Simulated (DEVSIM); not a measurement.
Structure: illuminated Si n-on-p cell, one wavelength, at 250 K.

```
layer (left to right)  material  thickness (μm)  Nd (cm⁻³)  Na (cm⁻³)  τn (s)  τp (s)  absorption coefficient (cm⁻¹)
---------------------  --------  --------------  ---------  ---------  ------  ------  -----------------------------
1                            Si           0.350     7.4e17          -  3.8e-8    4e-8                          83000
2                            Si            26.0          -     1.7e16  2.1e-6  2.1e-6                          83000
```

Left contact: ohmic, minority hole recombination velocity 70 cm/s. Right contact: ohmic, minority electron recombination velocity 2e6 cm/s. Voltage is applied to the left contact. Recombination: SRH at mid-gap, radiative, Auger. Gap narrowing is on: ΔEg = 6.92 meV × (l + √(l² + 0.5)), l = ln(N/1.3e17 cm⁻³), shared equally by both band edges. Light enters at the left, 2.3e18 photons cm⁻² s⁻¹, one pass, no reflection. Mobility is μmin + (μ − μmin)/(1 + (N/Nref)^α).

The device is made up for the run: typed textbook-type constants, with dimensions and the other settings drawn at random. Values at 300 K; Nc and Nv go as T^1.5, mobilities as T to minus their exponent, the gap by Varshni's rule with the affinity fixed.

```csv
parameter,Si
gap (eV),1.124
affinity (eV),4.05
permittivity,11.7
Nc (cm⁻³),2.86e19
Nv (cm⁻³),3.1e19
μn (cm²/Vs),1417
μp (cm²/Vs),470
"μn,min",52
"μp,min",45
"Nref,n",9.7e16
"Nref,p",2.2e17
αn,0.68
αp,0.72
T exponent of μn,2.3
T exponent of μp,2.2
B (cm³/s),4.7e-15
Cn (cm⁶/s),2.8e-31
Cp (cm⁶/s),9.9e-32
Varshni α (eV/K),0.000473
Varshni β (K),636
```

DEVSIM, 1D drift-diffusion, Boltzmann statistics, complete ionisation; no tunnelling, impact ionisation, image-force lowering or self-heating.

The minority lifetime in layer 1 was swept, all else fixed.

```json
[
 {"minority lifetime in layer 1 (s)": "1.2e-9", "open-circuit voltage (V)": "0.720", "largest power (mW/cm²)": "212", "short-circuit current (mA/cm²)": "341", "share of generated pairs collected at short circuit": "0.924"},
 {"minority lifetime in layer 1 (s)": "4e-9", "open-circuit voltage (V)": "0.723", "largest power (mW/cm²)": "225", "short-circuit current (mA/cm²)": "359", "share of generated pairs collected at short circuit": "0.973"},
 {"minority lifetime in layer 1 (s)": "1.2e-8", "open-circuit voltage (V)": "0.724", "largest power (mW/cm²)": "229", "short-circuit current (mA/cm²)": "(withheld)", "share of generated pairs collected at short circuit": "(withheld)"},
 {"minority lifetime in layer 1 (s)": "4e-8", "open-circuit voltage (V)": "0.725", "largest power (mW/cm²)": "230", "short-circuit current (mA/cm²)": "366", "share of generated pairs collected at short circuit": "0.993"},
 {"minority lifetime in layer 1 (s)": "1.2e-7", "open-circuit voltage (V)": "0.725", "largest power (mW/cm²)": "230", "short-circuit current (mA/cm²)": "367", "share of generated pairs collected at short circuit": "0.995"},
 {"minority lifetime in layer 1 (s)": "4e-7", "open-circuit voltage (V)": "0.725", "largest power (mW/cm²)": "231", "short-circuit current (mA/cm²)": "367", "share of generated pairs collected at short circuit": "0.995"},
 {"minority lifetime in layer 1 (s)": "1.2e-6", "open-circuit voltage (V)": "0.725", "largest power (mW/cm²)": "231", "short-circuit current (mA/cm²)": "367", "share of generated pairs collected at short circuit": "0.995"}
]
```

Question: What belongs in the gaps?

Answer: 
- 1.2e-8, short-circuit current (mA/cm²): 364
- 1.2e-8, share of generated pairs collected at short circuit: 0.988
